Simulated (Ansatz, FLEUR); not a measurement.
An Ansatz (a first-principles code) input for a self-consistent single point of BaP4Pd2 (I4/mmm, 7 atoms in the cell) (DFT, LDA (PW92), plane waves, default PAW files made with PBE):

Ansatz 0.2 input:
```yaml
crystal:
  lattice:
    - [-3.421910, 3.421910, 2.986895]
    - [3.421910, -3.421910, 2.986895]
    - [3.421910, 3.421910, -2.986895]
  atoms:
    - { symbol: Ba, position: [0.000000, 0.000000, 0.000000] }
    - { symbol: P, position: [0.273810, 0.500000, 0.773810] }
    - { symbol: P, position: [0.726190, 0.500000, 0.226190] }
    - { symbol: P, position: [0.500000, 0.726190, 0.226190] }
    - { symbol: P, position: [0.500000, 0.273810, 0.773810] }
    - { symbol: Pd, position: [0.750000, 0.250000, 0.500000] }
    - { symbol: Pd, position: [0.250000, 0.750000, 0.500000] }
kpoints:
  mp_grid: { grid: [6, 6, 6] }
hamiltonian:
  xc: lda
  pseudopotentials: { kind: paw }
scf:
  occupations: { method: fermi_dirac, width: 0.136 eV }
output:
  forces: true
  eigenvalues: true
  stress: true
```

### Question
Write the same calculation as an input for FLEUR.

### Answer
One input that does it (others would too):

Input of the input generator:

```
Ba(P2Pd)2
&input film=f /
-0.6017212745 0.6017212745 0.5252266326
0.6017212745 -0.6017212745 0.5252266326
0.6017212745 0.6017212745 -0.5252266326
10.7466247196
1.0 1.0 1.0

7
56 -0.0000000000 -0.0000000000 0.0000000000
15 0.2738100000 0.5000000000 0.7738100000
15 0.7261900000 0.5000000000 0.2261900000
15 0.5000000000 0.7261900000 0.2261900000
15 0.5000000000 0.2738100000 0.7738100000
46 0.7500000000 0.2500000000 0.5000000000
46 0.2500000000 0.7500000000 0.5000000000

&comp jspins=1 /
&exco xctyp='pz' /
&kpt div1=6 div2=6 div3=6 gamma=t /
&end /
```

```xml
<?xml version="1.0" encoding="UTF-8" standalone="no"?>
<fleurInput fleurInputVersion="0.39">
   <comment>
      Ba(P2Pd)2                                                                                           
   </comment>
   <calculationSetup>
      <cutoffs Kmax="4.5" Gmax="18.0" GmaxXC="18.0" numbands="0"/>
      <scfLoop itmax="100" minDistance="0.00001" maxIterBroyd="25" imix="Anderson" alpha="0.05" precondParam="0.0" spinf="2.0"/>
      <coreElectrons ctail="T" frcor="F" kcrel="0" coretail_lmax="0"/>
      <xcFunctional name="pz" relativisticCorrections="F"/>
      <magnetism jspins="1"/>
      <soc l_soc="F" theta="0.0" phi="0.0" spav="F"/>
      <expertModes spex="0" secvar="F"/>
      <geometryOptimization l_f="T" forcealpha="1.0" forcemix="BFGS" epsdisp="0.00001" epsforce="0.00001"/>
      <ldaU l_linMix="F" mixParam="0.05" spinf="1.0"/>
   </calculationSetup>
   <cell>
      <bzIntegration valenceElectrons="62.0" mode="hist" fermiSmearingEnergy="0.00499791">
         <kPointListSelection listName="default-1"/>
         <!-- k-points included here -->
         <xi:include xmlns:xi="http://www.w3.org/2001/XInclude" href="kpts.xml"> </xi:include>
      </bzIntegration>
      <!-- symmetry operations included here -->
      <xi:include xmlns:xi="http://www.w3.org/2001/XInclude" href="sym.xml"> </xi:include>
      <bulkLattice scale="1.0">
         <bravaisMatrix>
            <row-1>   -6.4664727228509173     6.4664727228509173     5.6444135132914273</row-1>
            <row-2>    6.4664727228509173    -6.4664727228509173     5.6444135132914273</row-2>
            <row-3>    6.4664727228509173     6.4664727228509173    -5.6444135132914273</row-3>
         </bravaisMatrix>
      </bulkLattice>
   </cell>
   <atomSpecies>
      <species name="Barium (Ba)" element="Ba" atomicNumber="56">
         <mtSphere radius="2.63" gridPoints="925" logIncrement="0.014"/>
         <atomicCutoffs lmax="10" lnonsphr="8"/>
         <electronConfig flipSpins="F">
            <coreConfig>(1s1/2) (2s1/2) (2p1/2) (2p3/2) (3s1/2) (3p1/2) (3p3/2) (4s1/2) (3d3/2) (3d5/2) (4p1/2) (4p3/2) (4d3/2) (4d5/2)</coreConfig>
            <valenceConfig>(5s1/2) (5p1/2) (5p3/2) (6s1/2)</valenceConfig>
         </electronConfig>
         <energyParameters s="6" p="6" d="5" f="4"/>
         <lo type="SCLO" l="0" n="5" eDeriv="0"/>
         <lo type="SCLO" l="1" n="5" eDeriv="0"/>
      </species>
      <species name="Phosphorous (P)" element="P" atomicNumber="15">
         <mtSphere radius="1.89" gridPoints="669" logIncrement="0.017"/>
         <atomicCutoffs lmax="8" lnonsphr="6"/>
         <electronConfig flipSpins="F">
            <coreConfig>(1s1/2) (2s1/2) (2p1/2) (2p3/2)</coreConfig>
            <valenceConfig>(3s1/2) (3p1/2) (3p3/2)</valenceConfig>
            <stateOccupation state="(3p1/2)" spinUp="0.5" spinDown="0.5"/>
            <stateOccupation state="(3p3/2)" spinUp="1.0" spinDown="1.0"/>
         </electronConfig>
         <energyParameters s="3" p="3" d="3" f="4"/>
      </species>
      <species name="Palladium (Pd)" element="Pd" atomicNumber="46">
         <mtSphere radius="2.25" gridPoints="793" logIncrement="0.016"/>
         <atomicCutoffs lmax="10" lnonsphr="8"/>
         <electronConfig flipSpins="F">
            <coreConfig>(1s1/2) (2s1/2) (2p1/2) (2p3/2) (3s1/2) (3p1/2) (3p3/2) (4s1/2) (3d3/2) (3d5/2)</coreConfig>
            <valenceConfig>(4p1/2) (4p3/2) (5s1/2) (4d3/2) (4d5/2)</valenceConfig>
            <stateOccupation state="(5s1/2)" spinUp="0.5" spinDown="0.5"/>
            <stateOccupation state="(4d3/2)" spinUp="1.8" spinDown="1.8"/>
            <stateOccupation state="(4d5/2)" spinUp="2.7" spinDown="2.7"/>
         </electronConfig>
         <energyParameters s="5" p="5" d="4" f="4"/>
         <lo type="SCLO" l="1" n="4" eDeriv="0"/>
      </species>
   </atomSpecies>
   <atomGroups>
      <atomGroup species="Barium (Ba)">
         <relPos label="                   1">.0000000000 .0000000000 .0000000000</relPos>
         <force calculate="T" relaxXYZ="TTT"/>
      </atomGroup>
      <atomGroup species="Phosphorous (P)">
         <relPos label="                   2">.2738100000 1.000/2.000 -.2261900000</relPos>
         <relPos label="                   3">-.2738100000 1.000/2.000 .2261900000</relPos>
         <relPos label="                   4">1.000/2.000 -.2738100000 .2261900000</relPos>
         <relPos label="                   5">1.000/2.000 .2738100000 -.2261900000</relPos>
         <force calculate="T" relaxXYZ="TTT"/>
      </atomGroup>
      <atomGroup species="Palladium (Pd)">
         <relPos label="                   6">-1.000/4.000 1.000/4.000 1.000/2.000</relPos>
         <relPos label="                   7">1.000/4.000 -1.000/4.000 1.000/2.000</relPos>
         <force calculate="T" relaxXYZ="TTT"/>
      </atomGroup>
   </atomGroups>
   <output dos="F" band="F" slice="F">
      <checks vchk="F" cdinf="F"/>
      <bandDOS minEnergy="-.5*Htr" maxEnergy="0.5*Htr" sigma="0.015" storeEVData="T"/>
      <vacuumDOS vacdos="F" integ="F" star="F" nstars="0" locx1="0.0" locy1="0.0" locx2="0.0" locy2="0.0" nstm="0" tworkf="0.0"/>
      <unfoldingBand unfoldBand="F" supercellX="1" supercellY="1" supercellZ="1"/>
      <plotting iplot="0" polar="F">
         <plot TwoD="T" vec1="  1.0  0.0  0.0" vec2="  0.0  1.0  0.0" vec3="  0.0  0.0  1.0" zero="  0.0  0.0  0.0" file="plot"/>
      </plotting>
      <chargeDensitySlicing numkpt="0" minEigenval="0.0" maxEigenval="0.0" nnne="0" pallst="F"/>
      <specialOutput eonly="F"/>
      <magneticCircularDichroism mcd="F" energyLo="-10.0" energyUp="0.0"/>
   </output>
  <!-- We include the file relax.xml here to enable relaxations (see documentation) -->
  <xi:include xmlns:xi="http://www.w3.org/2001/XInclude" href="relax.xml"> <xi:fallback/> </xi:include>
</fleurInput>
```

Basis, cutoffs, solver keys and any potentials are the target program's own. This input uses DFT, LDA (Perdew-Zunger), all-electron FLAPW (FLEUR), scalar-relativistic valence. LDA parametrisations can differ slightly between programs.

The starting cell comes from a database of computed structures (which also holds hypothetical and non-ambient phases and stackings), without a prior relaxation at this level.
